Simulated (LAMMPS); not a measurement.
MD of Pt (fcc) at zero pressure, 2048 atoms, as a crystal; each row is its own run.

Level of theory: classical MD, pair style meam, file library.meam (library.meam-Pt) (LAMMPS).

```
T (K)  enthalpy (eV/atom)
-----  ------------------
200               -5.7170
300               -5.6916
920               -5.5540
1530              -5.4091
1840              -5.3169
```

**Question.** Fit a straight line, y = a + b x, to these rows (x is the first column, y the second) and predict the run at x = 1220.

**Answer.** Least squares gives a = -5.7671 and b = 0.0002394. At x = 1220 the fit predicts -5.4750 eV/atom. The run itself gave -5.4859 ± 0.0004 eV/atom, so the fit is 11 meV/atom high.

Caution: the potential MEAM library.meam-Pt is a first-neighbour MEAM set with a 4 Å cutoff, used here without a parameter file and away from the static properties it was fitted to.

Caution (row 1840): this crystal lies over the melting point of about 1540 K that MEAM library.meam-Pt gives, so it is superheated.
